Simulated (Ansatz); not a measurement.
**CsBr in the zinc blende structure (space group F-43m, No. 216; a hypothetical phase, not in the database extracts checked)**

```cif
data_BrCs
_chemical_formula_sum 'Br1 Cs1'
_space_group_name_H-M_alt 'P 1'
_space_group_IT_number 1
_cell_length_a 5.66896
_cell_length_b 5.66896
_cell_length_c 5.66896
_cell_angle_alpha 60.000
_cell_angle_beta 60.000
_cell_angle_gamma 60.000
loop_
_space_group_symop_operation_xyz
  'x, y, z'
loop_
_atom_site_label
_atom_site_type_symbol
_atom_site_fract_x
_atom_site_fract_y
_atom_site_fract_z
_atom_site_occupancy
Br1 Br 0.75000 0.75000 0.75000 1
Cs1 Cs 0.00000 0.00000 0.00000 1
```

Level of theory: Ansatz (an electronic-structure program), PBEsol, PAW, cutoff 420 eV, no spin-orbit coupling. k-mesh 7×7×7 (Γ-centred); smearing 0.05 eV (Fermi–Dirac).

```yaml
volume_per_atom: 64.41 Å³
density: 2.74 g/cm³
band_gap: 4.10 eV, indirect, W → Γ
electron_mass: 0.49 mₑ
Lowest conduction-band minima above the VBM: Γ 4.10 eV
total_energy: -4162.815 eV/atom (σ→0; compares only within this code and set-up)
```

Effective masses come from finite differences of ±0.01 Å⁻¹. No phonon test of stability was made.
